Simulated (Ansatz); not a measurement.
**NaCl: band gap against strain**

NaCl (rock salt, Fm-3m, 21.969 Å³/atom at rest, cube axes along x, y and z) under an equal strain ε along all three axes. PBEsol in Ansatz, a plane-wave DFT program (PAW, default set), 420 eV, 10×10×10 Γ-centred mesh, Fermi-Dirac smearing 0.05 eV; ions are relaxed within the symmetry of each cell. Gaps are the smallest over the k-mesh and a band path, without spin-orbit coupling; in all rows the valence edge lies at Γ and the conduction edge at Γ.

Here s stands for strain and Eg for gap.

| strain (%) | gap (eV) |
|---|---|
| -3.00 | ? |
| -1.50 | 5.188 |
| -1.00 | 5.128 |
| -0.50 | 5.069 |
| 0.00 | 5.012 |
| 0.50 | 4.956 |
| 1.00 | 4.902 |
| 1.50 | 4.850 |

Fit Eg of the 7 rows that show it with a straight line. Means: s 0, Eg 5.0150. About the means, the sum of products is -0.78950 and the sum of squares of s is 7.0000; the slope is their ratio. Least squares gives Eg = 5.0150 - 0.11279·s. Residuals (row less fit): 0.0038, 0.0002, -0.0024, -0.0030, -0.0026, -0.0002, 0.0042; standard error 0.0033 (degrees of freedom: 5). Over these rows the gap moves by -11 ± 0.1 eV per unit strain, or -3.8 eV per unit of ln V.

What does the fit predict for Eg at s = -3.00, and how far is the calculated value from it?

Eg = 5.0150 - 0.11279 × (-3.0) = 5.3534 eV. The calculation gives 5.381 eV, 0.0276 eV above the prediction (5.2 % of the range of Eg in the table). The row lies outside the fitted rows, so this is an extrapolation. From the scatter of the fitted rows alone, a prediction at this place has a standard error of 0.0051 eV, so the miss is 5.4 times that.

One order more, fitted to all 13 runs of the series, follows each within 0.001, so the miss is the next term of a smooth law. Other structures, which can take over under pressure, weren't tried. Rows are the converged runs of the series near zero and its far end; series whose fitted rows scatter by over a few per cent of the range, as at a crossing or softening among them, aren't shown in this form. Most that stay on the fit to the last digits aren't either.
